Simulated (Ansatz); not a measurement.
The reference is TiPt₃ in the Cu3Au type structure (space group Pm-3m, No. 221; a = 3.8996 Å; relaxed with 0.1 eV smearing). Axes: x, y, z lie along the cube axes.

Computed with PBEsol in Ansatz (plane waves to 420 eV, PAW, scalar-relativistic without spin-orbit coupling).

It is then changed as follows: uniaxial strain ε_zz = −1.80 %, all other strain components held at zero, atoms relaxed at fixed cell.

Question: Predict the stress tensor and what it implies for the stiffness.

Answer: Stress of the strained cell less that of the base (GPa, compression positive):
```
    4.0     0.0     0.0
    0.0     4.0     0.0
    0.0     0.0     7.4
```

Then −Δσ_ii/ε with ε = -0.0180 gives secant stiffness values (nonlinear terms included at this strain): C33 ≈ 408 GPa, C13 ≈ 220 GPa and C23 ≈ 220 GPa.

As a check, the harmonic strain energy −½ V₀ Δσ:ε is 6.1 meV/atom; the computed energy rise is 6.0 meV/atom.

No phonon test of stability was made. All final runs are without spin polarisation.

Ansatz is a quantum-chemistry and plane-wave program.
